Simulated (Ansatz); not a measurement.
Cubic perovskite BaZrO3: LDA at its full settings (plane-wave cutoff 520 eV, 8×8×8 k mesh, Fermi–Dirac smearing 0.01 eV, scalar-relativistic PAW data made under PBE) and at cheaper ones, in a cell of 5 atoms with Γ-centred meshes.

```json
[
 {"level and setting": "LDA (Ansatz)", "lattice constant a (Å)": "4.147", "bulk modulus (GPa)": "175"},
 {"level and setting": "LDA (Γ point alone) (Ansatz)", "lattice constant a (Å)": "4.446", "bulk modulus (GPa)": "105"},
 {"level and setting": "LDA (2×2×2 k mesh) (Ansatz)", "lattice constant a (Å)": "4.162", "bulk modulus (GPa)": "173"},
 {"level and setting": "LDA (4×4×4 k mesh) (Ansatz)", "lattice constant a (Å)": "4.148", "bulk modulus (GPa)": "175"}
]
```

Largest shifts from the full settings: lattice constant a +7.21 % (LDA (Γ point alone)), against a difference of -1.05 % of the full result from the reference 4.191 Å (measured, temperature not stated, no zero-point or thermal correction; as tabulated in Evaestov et al. (2010), arXiv:1010.1170); bulk modulus -40 % (LDA (Γ point alone)), against a difference of -7.4 % of the full result from the reference 189 GPa (measured, temperature not stated, not corrected to a static lattice; as tabulated in Sepliarsky et al. (2023), arXiv:2212.03924).

The full settings aren't shown to be converged themselves.

Ansatz's density-functional and Hartree–Fock values are scalar-relativistic unless marked +SOC, with PAW data made under PBE.

Run with cheap settings on purpose, which may leave them unconverged: LDA (2×2×2 k mesh), LDA (4×4×4 k mesh), LDA (Γ point alone).

Ansatz is a program for electronic structure.
